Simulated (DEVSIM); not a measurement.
Device: illuminated Ge n-on-p cell, one wavelength, at 300 K.

```
layer (left to right)  material  thickness (μm)  Nd (cm⁻³)  Na (cm⁻³)  τn (s)  τp (s)  absorption coefficient (cm⁻¹)
---------------------  --------  --------------  ---------  ---------  ------  ------  -----------------------------
1                            Ge           0.180     5.5e17          -  1.4e-8  1.3e-9                          15000
2                            Ge             220          -     2.2e17  1.1e-7  1.1e-7                          15000
```

Left contact: ohmic, minority hole recombination velocity 10000 cm/s. Right contact: ohmic, minority electron recombination velocity 900 cm/s. Voltage is applied to the left contact. Recombination: SRH at mid-gap, radiative, Auger. Light enters at the left, 3e18 photons cm⁻² s⁻¹, one pass, no reflection. Mobility is μmin + (μ − μmin)/(1 + (N/Nref)^α).

This is a model device: material constants are rounded textbook-type values typed into the input, and sizes, dopings and lifetimes were drawn at random. Values at 300 K.

```tsv
parameter	Ge
gap (eV)	0.664
affinity (eV)	4
permittivity	16
Nc (cm⁻³)	1.04e19
Nv (cm⁻³)	6e18
μn (cm²/Vs)	3900
μp (cm²/Vs)	1900
μn,min	150
μp,min	100
Nref,n	2.6e17
Nref,p	4e17
αn	0.56
αp	0.6
B (cm³/s)	6.4e-14
Cn (cm⁶/s)	1e-31
Cp (cm⁶/s)	1e-31
```

Simulated with DEVSIM: 1D drift-diffusion, Boltzmann statistics, complete ionisation; no tunnelling, impact ionisation, image-force lowering or self-heating.

The photon flux was swept, all else fixed.

| photon flux (cm^-2 s^-1) | fill factor | short-circuit current (mA/cm²) | open-circuit voltage (V) | largest power (mW/cm²) |
|---|---|---|---|---|
| 9e16 | 0.61 | 14.1 | 0.183 | 1.58 |
| 3e17 | 0.65 | 47.1 | 0.215 | 6.54 |
| 9e17 | 0.67 | 141 | 0.244 | 23.2 |
| 3e18 | 0.70 | 471 | 0.276 | 91.2 |
| 9e18 | 0.72 | 1410 | 0.305 | 309 |
| 3e19 | 0.74 | 4710 | 0.337 | 1170 |
| 9e19 | 0.74 | 14100 | 0.365 | 3810 |

From the first row to the last the fill factor goes from 0.61 to 0.74. From the first row to the last the short-circuit current goes from 14.1 to 14100.
